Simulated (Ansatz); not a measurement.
```
CELL_PARAMETERS angstrom
      4.30180     0.00000     0.00000
     -2.15090     3.72547     0.00000
      0.00000     0.00000     7.02173
ATOMIC_POSITIONS crystal
  Cd 0.66667 0.33333 0.50009
  Cd 0.33333 0.66667 0.00009
  Se 0.66667 0.33333 0.87577
  Se 0.33333 0.66667 0.37577
```

Method: PBEsol with spin-orbit coupling, rigid bands (plane waves, PAW; Ansatz, a first-principles code). Cell: cell and atoms relaxed with PBEsol.

Predict the electron conductivity mass (n e² τ/σ) at 300 K, by direction if it differs.

0.064 (x), 0.064 (y), 0.061 (z) mₑ.

What conductivity effective mass do dilute holes have at 300 K?

0.87 (x), 0.87 (y), 1.15 (z) mₑ.

And the band gap?

0.42 eV at this level; semilocal functionals usually fall short of the measured gap.

Rigid bands, one relaxation time for all states, no polarons.
